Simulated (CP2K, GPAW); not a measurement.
A CP2K input for a self-consistent single point of NiO2 (P-3m1, 3 atoms in the cell) (DFT PBEsol, GPW, DZVP-MOLOPT-SR-GTH basis, GTH-PBE potentials (GTH_POTENTIALS)):

```
&GLOBAL
  PROJECT calc
  RUN_TYPE ENERGY_FORCE
  PRINT_LEVEL LOW
&END GLOBAL
&FORCE_EVAL
  METHOD Quickstep
  STRESS_TENSOR ANALYTICAL
  &DFT
    BASIS_SET_FILE_NAME BASIS_MOLOPT
    POTENTIAL_FILE_NAME GTH_POTENTIALS
    &QS
      METHOD GPW
      EPS_DEFAULT 1E-10
    &END QS
    &MGRID
      CUTOFF 600
      REL_CUTOFF 40
      NGRIDS 5
    &END MGRID
    &SCF
      SCF_GUESS ATOMIC
      EPS_SCF 1E-7
      MAX_SCF 100
      ADDED_MOS 6
      &DIAGONALIZATION
        ALGORITHM STANDARD
      &END DIAGONALIZATION
      &MIXING
        METHOD BROYDEN_MIXING
        ALPHA 0.4
        NBUFFER 10
        BETA 1.5
      &END MIXING
    &END SCF
    &KPOINTS
      SCHEME MONKHORST-PACK 11 11 6
      GAMMA_CENTERED T
    &END KPOINTS
    &XC
      &XC_FUNCTIONAL
        &PBE
          PARAMETRIZATION PBESOL
        &END PBE
      &END XC_FUNCTIONAL
    &END XC
    &PRINT
      &MO
        EIGENVALUES T
        OCCUPATION_NUMBERS T
        NDIGITS 8
        FILENAME mo
        &EACH
          QS_SCF 0
        &END EACH
        ADD_LAST NUMERIC
      &END MO
      &MULLIKEN OFF
      &END MULLIKEN
    &END PRINT
  &END DFT
  &SUBSYS
    &CELL
      A 2.72993000 0.00000000 0.00000000
      B -1.36496500 2.36418900 0.00000000
      C 0.00000000 0.00000000 4.50466100
      PERIODIC XYZ
    &END CELL
    &COORD
      SCALED
      Ni       0.00000000     0.00000000     0.50000000
      O        0.66666700     0.33333300     0.70604000
      O        0.33333300     0.66666700     0.29396000
    &END COORD
    &KIND Ni
      BASIS_SET DZVP-MOLOPT-SR-GTH-q18
      POTENTIAL GTH-PBE-q18
    &END KIND
    &KIND O
      BASIS_SET DZVP-MOLOPT-SR-GTH-q6
      POTENTIAL GTH-PBE-q6
    &END KIND
  &END SUBSYS
  &PRINT
    &FORCES ON
    &END FORCES
    &STRESS_TENSOR ON
    &END STRESS_TENSOR
  &END PRINT
&END FORCE_EVAL
```

**Question.** Give the GPAW input for the same structure, mesh, smearing and functional.

**Answer.** This is the input that was run; spellings and numerical settings could be chosen otherwise.

```python
from ase import Atoms
from ase.units import GPa
from gpaw import GPAW, PW

atoms = Atoms(['Ni', 'O', 'O'],
              cell=[[2.729930, 0.000000, 0.000000],
                    [-1.364965, 2.364189, 0.000000],
                    [0.000000, 0.000000, 4.504661]],
              scaled_positions=[[0.000000, 0.000000, 0.500000],
                                [0.666667, 0.333333, 0.706040],
                                [0.333333, 0.666667, 0.293960]],
              pbc=True)

calc = GPAW(mode=PW(950),
            xc='PBEsol',
            kpts={'size': (11, 11, 6), 'gamma': True},
            occupations={'name': 'fixed-uniform'},
            nbands=-4,
            convergence={'density': 1e-05, 'bands': -2},
            symmetry={'symmorphic': False, 'tolerance': 0.0005},
            maxiter=100)

atoms.calc = calc

energy = atoms.get_potential_energy()
print('Energy (eV):', round(energy, 6))
forces = atoms.get_forces()
print('Forces (eV/Ang):')
print(forces.round(5))
stress = atoms.get_stress()
print('Stress (GPa, Voigt):', (stress / GPa).round(4))
```

Basis, cutoffs, solver keys and any potentials are the target program's own. This input uses DFT PBEsol, plane waves, GPAW PAW datasets PBEsol (made by gpaw-setup).

The starting cell comes from a database of computed structures (which also holds hypothetical and non-ambient phases and stackings), without a prior relaxation at this level. Its lattice was rescaled by a random factor within 2.5 % of one.
